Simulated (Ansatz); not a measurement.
# Al, response to strain

The reference is Al in the fcc (Cu type) structure (space group Fm-3m, No. 225; a = 4.014 Å). Axes: x, y, z lie along the cube axes.

Strains are applied to the cell and any free atomic positions relax; under biaxial strain the out-of-plane vector relaxes too.

Level of theory: PBEsol (Ansatz, an electronic-structure program), spin-orbit coupling left out.

Notes on the quantities. energy relative to the base: free energy F; pressure: mean of the normal stresses, compression positive.

| variant | energy relative to the base | volume per atom | pressure |
|---|---|---|---|
| base | 0 meV/atom | 16.17 Å³ | 0.0 GPa |
| biaxial strain −1.18 %, plane normal [001], relaxed out of plane | +1.1 meV/atom | 16.00 Å³ | 0.9 GPa |
| biaxial strain +2.32 %, plane normal [001], relaxed out of plane | +4.1 meV/atom | 16.53 Å³ | -1.5 GPa |
| biaxial strain +2.80 %, plane normal [001], relaxed out of plane | +6.6 meV/atom | 16.63 Å³ | -1.9 GPa |
| biaxial strain +3.64 %, plane normal [001], relaxed out of plane | +12 meV/atom | 16.71 Å³ | -2.1 GPa |
| uniaxial strain ε_yy = −1.51 % | +1.0 meV/atom | 15.93 Å³ | 1.3 GPa |

Without a gap, meshes like the base's 20×20×20 leave anisotropic stresses uncertain by several tenths of a GPa, and small strain energies with them. Stability against distortions was not tested.
